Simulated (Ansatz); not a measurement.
Defect: O vacancy in polar orthorhombic ZrO2 with all lengths changed by +1 %, charge state +2. These are PBE, PAW (plane waves to 420 eV; Ansatz, an electronic-structure program) values and carry that method's errors.

Cell of 96 host sites held at the strained lattice (strain from the relaxed PBE one, atoms relaxed); the Γ point alone; Fermi-Dirac width 0.01 eV, spin-restricted; finite-size errors left in. No zero-point or tunnelling terms. The host's phase is taken as given; its stability against other phases was not computed. The charge state is imposed; whether it is stable for some Fermi level was not computed. Forms of the defect that were not tried may lie lower.

Barriers: single points on a 2×2×2 k-point mesh shifted by half a step at the bands' geometries.

The step: one O atom jumps into the vacancy from a nearby O site; the atom moves 2.62 Å along (0.19, -0.02, -0.46) of the unit cell; the moving atom starts with neighbours O at 2.59, O at 2.69; Zr at 2.10, Zr at 2.11, Zr at 2.25 Å and ends with O at 2.64; Zr at 2.06, Zr at 2.20, Zr at 2.22 Å.

**Question.** Predict the migration barrier of this step from PBE, PAW.

**Answer.** 10.2 kcal/mol, the same both ways. At the saddle the moving atom has neighbours O at 2.61; Zr at 2.02, Zr at 2.03 Å. The saddle point's order was not checked.
